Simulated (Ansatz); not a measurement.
Ansatz (a program for electronic structure) run on SrZn₂Sb₂ (P3m1, 5 atoms in the cell): self-consistent single point.

Computed with LDA (PW92), default PAW files made with PBE (plane waves; Ansatz).

The change in words: lattice scaled by 0.98. Reference geometry:
```
Sr(ZnSb)2
1.0
    4.49932     0.00000     0.00000
   -2.24966     3.89653     0.00000
    0.00000     0.00000     7.71668
Sr Zn Sb
1 2 2
Direct
  0.00000   0.00000   0.00648
  0.66667   0.33333   0.36615
  0.33333   0.66667   0.63385
  0.33333   0.66667   0.27203
  0.66667   0.33333   0.72797
```

Reference input (self-consistent single point, DFT, LDA (PW92), plane waves, default PAW files made with PBE): basis.ecutwfc = 30.9 Ry; kpoints.mp_grid.grid = 8 8 4; hamiltonian.xc = lda; hamiltonian.pseudopotentials = {kind: paw} (the program's default PAW files); scf.occupations.method = fermi_dirac; scf.occupations.width = 0.0073 Ry. This run's input differs from it in these lines:

```diff
@@ -2,5 +2,5 @@
   lattice:
-    - [4.49932100, 0.00000000, 0.00000000]
-    - [-2.24966100, 3.89652600, 0.00000000]
-    - [0.00000000, 0.00000000, 7.71668000]
+    - [4.40933500, 0.00000000, 0.00000000]
+    - [-2.20466800, 3.81859500, 0.00000000]
+    - [0.00000000, 0.00000000, 7.56234600]
   atoms:
```

Output, abridged:

```
SCF iter   1: F=—  HF=-22610.901744 eV  |F-HF|=—  |Δ(HF+E_count)|=         —  Δρ=6.02e-3  dr2=3.11e-2  ethr=1.77e-3  ⟨swp⟩=8.8  Hψ=7092  notcnv=0
all-band conjugate gradients solve this SCF's bands
preconditioner: auto → Resta (q_TF=auto, 2.433 Å⁻¹)
SCF iter   2: F=—  HF=-22610.896296 eV  |F-HF|=—  |Δ(HF+E_count)|=   5.45e-3  Δρ=2.92e-3  dr2=5.31e-3  ethr=4.86e-5  ⟨swp⟩=2.0  Hψ=2168  notcnv=0
   [... lines left out ...]
SCF iter   5: F=—  HF=-22610.895304 eV  |F-HF|=—  |Δ(HF+E_count)|=   3.65e-5  Δρ=1.45e-4  dr2=4.29e-5  ethr=3.48e-7  ⟨swp⟩=2.0  Hψ=1925  notcnv=0
SCF iter   6: F=—  HF=-22610.895301 eV  |F-HF|=—  |Δ(HF+E_count)|=   2.52e-6  Δρ=4.61e-5  dr2=4.33e-6  ethr=6.70e-8  ⟨swp⟩=2.3  Hψ=1809  notcnv=0
SCF iter   7: F=—  HF=-22610.895301 eV  |F-HF|=—  |Δ(HF+E_count)|=   2.03e-7  Δρ=9.38e-6  dr2=1.70e-7  ethr=6.76e-9  ⟨swp⟩=2.0  Hψ=1909  notcnv=0
SCF iter   8: F=-22610.895301 eV  HF=-22610.895301 eV  |F-HF|=9.55e-8  |Δ(HF+E_count)|=   4.99e-8  Δρ=7.70e-6  dr2=5.16e-8  ethr=1.56e-10  ⟨swp⟩=7.0  Hψ=6432  notcnv=0
SCF 1 converged in 8 iterations: F = -22610.895301 eV  dr2 = 5.16e-8
Free energy (F): -22610.895301 eV
Internal energy: -22610.884661 eV  (E = F + TS)
E sigma→0 (E₀):  -22610.889981 eV
Entropy (-TS):   -0.010640 eV (-2.128 meV/atom)
Fermi energy:    9.230760 eV
--- Forces (eV/Å), atoms counted from 1 ---
  atom   1  Sr     0.00000000     0.00000000    -0.22509568
  atom   2  Zn     0.00000000    -0.00000000     0.04336060
  atom   3  Zn    -0.00000000     0.00000000     0.07826546
  atom   4  Sb    -0.00000000     0.00000000    -0.03531916
  atom   5  Sb     0.00000000    -0.00000000     0.13881007
--- Stress (GPa, compression-positive) ---
        0.294304      -0.000000       0.000000
       -0.000000       0.294304      -0.000000
        0.000000      -0.000000      -0.387923
  P = ⅓ Tr σ = 0.0669 GPa (0.669 kbar)
  The stress holds the Pulay correction. Without it, at fixed plane waves, as pw.x and ABINIT print it: P = 0.0337 GPa
```

The run converged in 8 iterations. Against the reference run the free energy goes down by 14.8 meV/atom, the pressure goes from -2.88 to 0.07 GPa and the largest force goes from 0.185 to 0.225 eV/Å.

The starting cell comes from a database of computed structures (which also holds hypothetical and non-ambient phases and stackings), without a prior relaxation at this level. Its lattice was rescaled by up to half a per cent. One atom was moved a little off its site on purpose. For this run, on top of that: lattice scaled by 0.98. Ansatz's pressure includes its estimate of the finite-basis (Pulay) stress. The run gives no clean gap (levels at the Fermi energy touch, overlap or are partly filled at this smearing), which alone does not show that the compound is a metal.

Keys are those of Ansatz 0.2.
